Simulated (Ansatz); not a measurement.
Ansatz (an electronic-structure program) run on Bi (R-3m, 2 atoms in the cell): relaxation of the atoms.

Method of the run: PBEsol, default PAW files made with PBE (plane waves; Ansatz).

The change in words: one atom moved by 0.15 angstrom; relax: default → atoms; relax.f_tol: default → 0.01 eV/Å. Reference geometry:
```
Bi
1.0
    4.14499    -2.26363     0.00000
    4.14499     2.26363     0.00000
    2.90880     0.00000     3.72073
Bi
2
Direct
  0.23400   0.23400   0.23400
  0.76600   0.76600   0.76600
```

Reference input (self-consistent single point, DFT, PBEsol, plane waves, default PAW files made with PBE): basis.ecutwfc = 420 eV; kpoints.mp_grid.grid = 9 9 9; hamiltonian.xc = pbesol; hamiltonian.pseudopotentials = {kind: paw} (the program's default PAW files); scf.occupations.method = gaussian; scf.occupations.width = 0.1 eV. This run's input differs from it in these lines:

```diff
@@ -6,3 +6,3 @@
   atoms:
-    - { symbol: Bi, position: [0.234000, 0.234000, 0.234000] }
+    - { symbol: Bi, position: [0.246711, 0.246711, 0.246711] }
     - { symbol: Bi, position: [0.766000, 0.766000, 0.766000] }
@@ -21,2 +21,4 @@
     width: 0.1 eV
+relax:
+  f_tol: 0.01
 output:
```

Output, abridged:

```
   [... SCF lines of the steps left out ...]
relax step   1: F+E_penalty+E_count = -24483.98975211 eV  Δ(F+E_penalty+E_count) = +0.000e0 eV  max|allowed force component| = 3.108e-1 eV/Å  Δτ_max = 0.0000 Å  (6 SCF iters, dr2 threshold 2.50e-6 eV, accepted)
relax step   2: F+E_penalty+E_count = -24484.00950346 eV  Δ(F+E_penalty+E_count) = -1.975e-2 eV  max|allowed force component| = 1.437e-2 eV/Å  Δτ_max = 0.0529 Å  (4 SCF iters, dr2 threshold 6.04e-6 eV, accepted)
relax step   3: F+E_penalty+E_count = -24484.00950372 eV  Δ(F+E_penalty+E_count) = -2.610e-7 eV  max|allowed force component| = 1.419e-2 eV/Å  Δτ_max = 0.0000 Å  (3 SCF iters, accepted)
relax step   4: F+E_penalty+E_count = -24484.00953017 eV  Δ(F+E_penalty+E_count) = -2.645e-5 eV  max|allowed force component| = 4.475e-3 eV/Å  Δτ_max = 0.0026 Å  (3 SCF iters, accepted)
the relaxation is at rest under the 12 symmetry operations that the run kept from its start: a minimum is not shown …
Stability not checked: this state was not tested for a lower state beside it, because too few of the mixer's solves of this state at the end of the SCF gave a …
Free energy (F): -24484.009530 eV
Internal energy: -24484.008297 eV  (E = F + TS)
E sigma→0 (E₀):  -24484.008914 eV
Entropy (-TS):   -0.001233 eV (-0.616 meV/atom)
Fermi energy:    9.619615 eV
--- Forces (eV/Å), atoms counted from 1 ---
  atom   1  Bi     0.00447512    -0.00000000     0.00148683
   [... lines left out ...]
--- Relaxed structure (4 steps of the walk, 4 accepted, 0 SCFs on fresh bases) ---
  F+E_penalty+E_count = -24484.00953017 eV   max|allowed force component| = 4.475e-3 eV/Å
  atoms:
    - { symbol: Bi, position: [0.2420125214128619, 0.2420125214128619, 0.242012521412862] }
    - { symbol: Bi, position: [0.7706984785871379, 0.7706984785871379, 0.7706984785871381] }
```

The run converged. 

Summary of the result:
```
Property                                                 Result
-----------------------------------------------  --------------
Free energy E − TS (on the zero of these files)  -24484.0095 eV
Fermi level (on the code's own zero)                    9.62 eV
Pressure                                              -0.43 GPa
Largest force (vector length)                        0.005 eV/Å
Relaxation steps                                              4
```

The starting cell has typed, rounded lattice constants, without a prior relaxation at this level. Its lattice was rescaled by up to half a per cent. For this run, on top of that: one atom moved by 0.15 angstrom. The relaxation keeps the symmetry of its start, so its end need not be a minimum. Ansatz's pressure includes its estimate of the finite-basis (Pulay) stress.

Keys are those of Ansatz 0.2.
